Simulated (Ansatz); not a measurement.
# Ge, alloy series

Base system: Ge in the diamond structure (space group Fd-3m, No. 227; a = 5.762 Å).

The other end (x = 1) is Si in the diamond structure (space group Fd-3m, No. 227): 20.46 Å³/atom, gap 0.61 eV.

Si replaces a fraction x of Ge; each row is one arrangement (x, atoms in the cell, starting space group or random), fully relaxed.

Method: plane-wave PAW DFT at the PBE level (Ansatz, an electronic-structure program, 420 eV), without spin-orbit coupling.

```
Si fraction x           volume per atom (Å³/atom)
----------------------  -------------------------
0                                          23.909
0.125 (Amm2, 8 atoms)                      23.380
0.25 (Pmma, 8 atoms)                       22.862
0.375 (P-4m2, 8 atoms)                     22.395
0.625 (Cm, 8 atoms)                        21.566
0.75 (Pmma, 8 atoms)                            ?
1                                          20.462
```

Task: Fit V(x) = (1 − x) V(0) + x V(1) − b x(1 − x) with the ends held (b = 0 is Vegard's rule) to the rows shown and predict the withheld row.

Result: Least squares on the printed values gives b = 0.90 Å³/atom, against 21.324 Å³/atom from the straight line alone (largest residual 0.023 Å³/atom); this predicts 21.155 Å³/atom, and the run gives 21.194 Å³/atom, 0.039 higher.

These are small ordered cells, not random alloys; other orderings at the same x differ. Stability against distortions was not tested. All final runs are without spin polarisation.
